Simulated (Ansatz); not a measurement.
The parent structure is Mo$_{3}$Ir in the A15 (Cr3Si type) structure (space group Pm-3n, No. 223; a = 4.9401 Å; a cell from a computed database, its experimental status unchecked).

Now apply this change: a hydrostatic pressure of 0.3 GPa.

Levels (all Ansatz, a first-principles code, PAW): PBEsol (420 eV, no spin-orbit coupling); PBEsol+SOC (420 eV, with spin-orbit coupling).

The geometry is relaxed with PBEsol.

```
Item               Value
---------------  -------
PBEsol pressure  0.3 GPa
```

### Question
What does PBEsol+SOC give at this geometry for the pressure?

### Answer
The pressure increases by 0.2 GPa, from 0.3 GPa to 0.5 GPa.

Single points use the geometry relaxed with PBEsol. Differences between runs with and without spin-orbit coupling are approximate. Load acts through the strain it causes; cell and atoms are relaxed under it. No phonon test of stability was made. The runs without spin-orbit coupling are not spin-polarised.
